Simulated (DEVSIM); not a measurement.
Structure: Pd/Si3N4/SiO2/p-Si capacitor, at 250 K.

```csv
layer (left to right),material,thickness (nm),Na (cm⁻³)
1,Si3N4,11.0,-
2,SiO2,0.530,-
3,Si,580,9.9e17
```

Metal gate on the left, work function 5.2 eV. Fixed charge at the semiconductor interface -1.3e11 cm⁻² (in units of +e); interface traps 1e11 cm⁻² eV⁻¹, uniform in energy, neutral level at 0.5 of the gap above the valence band.

Constants are typed, rounded textbook-type inputs, not results; the design itself was drawn at random and stands for no fabricated device. Values at 300 K; Nc and Nv go as T^1.5, mobilities as T to minus their exponent, the gap by Varshni's rule with the affinity fixed.

| parameter | Si3N4 | SiO2 | Si |
|---|---|---|---|
| gap (eV) | 5.1 | 9 | 1.124 |
| affinity (eV) | 2.1 | 0.9 | 4.05 |
| permittivity | 7.5 | 3.9 | 11.7 |
| Nc (cm⁻³) | - | - | 2.86e19 |
| Nv (cm⁻³) | - | - | 3.1e19 |
| Varshni α (eV/K) | - | - | 0.000473 |
| Varshni β (K) | - | - | 636 |

Model (solved in DEVSIM): 1D Poisson equation in equilibrium, Boltzmann statistics, complete ionisation; no quantum confinement or tunnelling. Metal contacts follow the ideal Schottky-Mott rule: no Fermi-level pinning, no interface dipoles.

### Question
Tabulate band edges, carrier densities and field at 1.2 V on the gate.

### Answer
Energies count from the Fermi level of the right contact; mesh points crowd at the junctions.

```
x (μm)    Ec (eV)  Ev (eV)  n (cm⁻³)  p (cm⁻³)  field (V/cm)
--------  -------  -------  --------  --------  ------------
0.000       1.900   -3.200     < 1e2     < 1e2        580000
0.001110    1.964   -3.136     < 1e2     < 1e2        580000
0.002932    2.069   -3.031     < 1e2     < 1e2        580000
0.006036    2.249   -2.851     < 1e2     < 1e2        580000
0.009340    2.439   -2.660     < 1e2     < 1e2        580000
0.01064     2.514   -2.586     < 1e2     < 1e2        580000
0.01126     3.764   -5.236     < 1e2     < 1e2       1100000
0.01217     0.666   -0.470    820000     7.8e9        340000
0.01404     0.727   -0.409     48000    1.3e11        310000
0.01758     0.828   -0.308       440    1.4e13        260000
0.02502     0.978   -0.158     < 1e2    1.5e16        140000
0.04683     1.067   -0.069     < 1e2    9.7e17          1400
0.08447     1.068   -0.068     < 1e2    9.9e17           ≈ 0
0.1560      1.068   -0.068     < 1e2    9.9e17           ≈ 0
0.3628      1.068   -0.068     < 1e2    9.9e17           ≈ 0
0.4757      1.068   -0.068     < 1e2    9.9e17           ≈ 0
0.5351      1.068   -0.068     < 1e2    9.9e17           ≈ 0
0.5634      1.068   -0.068     < 1e2    9.9e17           ≈ 0
0.5813      1.068   -0.068     < 1e2    9.9e17           ≈ 0
0.5869      1.068   -0.068     < 1e2    9.9e17           ≈ 0
0.5898      1.068   -0.068     < 1e2    9.9e17           ≈ 0
0.5915      1.068   -0.068     < 1e2    9.9e17           ≈ 0
```
